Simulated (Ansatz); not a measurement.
# What isotropic strain +2.01 % does to TlCl

Start from TlCl in the rock salt structure (space group Fm-3m, No. 225; a = 6.333 Å; a model cell, its experimental status unchecked).

Perturbation: every lattice vector is stretched by 2.01 %; the atoms relax in the strained cell.

Method: Ansatz (a program for electronic structure), PBEsol, PAW, cutoff 420 eV, scalar-relativistic without spin-orbit coupling. Settings: 9×9×9 k-points, 0.05 eV Fermi–Dirac smearing.

```csv
quantity,base,changed,shift
volume per atom,31.75 Å³,33.71 Å³,+1.953 Å³
space group,Fm-3m (No. 225),Fm-3m (No. 225),–
shortest interatomic distance,3.167 Å,3.230 Å,+0.0636 Å
energy relative to the base (free energy F),0 meV/atom,+7.7 meV/atom,+7.7 meV/atom
band gap,2.09 eV,2.31 eV,+0.22 eV
gap character,direct at L,direct at L,–
mean gap deformation potential ΔEg/Δln V,–,+3.7 eV,–
width of the top valence band,2.62 eV,2.24 eV,-0.38 eV
electron mass,"0.26 mₑ along k, 0.36 mₑ across (at L)","0.29 mₑ along k, 0.38 mₑ across (at L)",–
hole mass,"0.37 mₑ along k, 0.43 mₑ across (at L)","0.44 mₑ along k, 0.47 mₑ across (at L)",–
"valley order (the lowest conduction-band minima on the path, energy above the VBM, named in the base's zone)","L along ⟨111⟩ 2.09 eV; a point along ⟨110⟩, about 0.7 Å⁻¹ from Γ 2.99 eV","L along ⟨111⟩ 2.31 eV; a point along ⟨110⟩, about 0.7 Å⁻¹ from Γ 3.14 eV",–
```

Cost of the whole job for the changed cell (relaxation, final SCF and bands): very roughly 5 core-seconds.

With Tl present, leaving out spin-orbit coupling can change the band edges. Effective masses come from finite differences of ±0.01 Å⁻¹. Along k means along the line from Γ to the band edge. Stability against distortions was not tested. This is not the structure that TlCl has at room temperature and ambient pressure.
